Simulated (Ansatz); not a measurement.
Given:

End structure of a constructed model of the (100) surface of fcc Pt, a layer of Re in place of the second plane (bottom of the slab: a bare face, its two planes held):

```xyz
6
Lattice="2.8072 0.0000 0.0000 0.0000 2.8072 0.0000 0.0000 0.0000 26.5000" Properties=species:S:1:pos:R:3 pbc="T T T"
Pt     1.4036     1.4036     8.1975
Pt     0.0000     0.0000    10.1825
Pt     1.4036     1.4036    12.1756
Pt     0.0000     0.0000    14.2577
Re     1.4036     1.4036    16.1238
Pt     0.0000     0.0000    17.9347
```

Model: 6-atom slab, 10.1 Å thick at the start (thin: gaps and levels are the slab's own), 13x13x1 mesh, Fermi-Dirac 0.1 eV, dipole correction, 2 atoms held, the rest relaxed; held to the start's symmetry, so lower structures may exist; no spin, no spin-orbit, no U. It is one candidate, not shown to be the stable structure of the face.

Question: What work function of the top face does Ansatz (a program for electronic structure) with PBE give?

Answer: 5.03 eV
